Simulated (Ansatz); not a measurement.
Results of PBEsol in Ansatz (plane waves, PAW) for Al12W (Im-3, No. 204).

Run with plane-wave cutoff 520 eV, 10×10×10 k mesh, Fermi–Dirac smearing 0.05 eV, no spin polarisation, scalar-relativistic PAW data made under PBE.

Equation-of-state points:

| V (Å³/atom) | E − E_lowest (meV/atom) | P (GPa) |
|---|---|---|
| 15.815 | 8.66 | 4.36 |
| 16.144 | 2.09 | 2.07 |
| 16.473 | 0.00 | 0.00 |
| 16.803 | 1.90 | -1.82 |
| 17.132 | 7.36 | -3.46 |

Question: Estimate the bulk modulus from the pressures at 16.144 and 16.803 Å³/atom, and compare it with a fit to all energies.

Answer: B = −V dP/dV. Between V = 16.144 and 16.803 Å³/atom, dP/dV = (-1.82 − (2.07))/(16.803 − 16.144) = -5.90 GPa per Å³/atom; at the midpoint 16.474 Å³/atom this gives B ≈ 97.2 GPa. The third-order Birch–Murnaghan fit gives V0 = 16.475 Å³/atom, B0 = 96.9 GPa, B′ = 4.7, which lies within 1 % of that estimate.

Spin–orbit coupling is not included.

Static lattice: no zero-point or thermal effects.

Computing time: roughly 12 core-minutes.

Ansatz is an electronic-structure program.
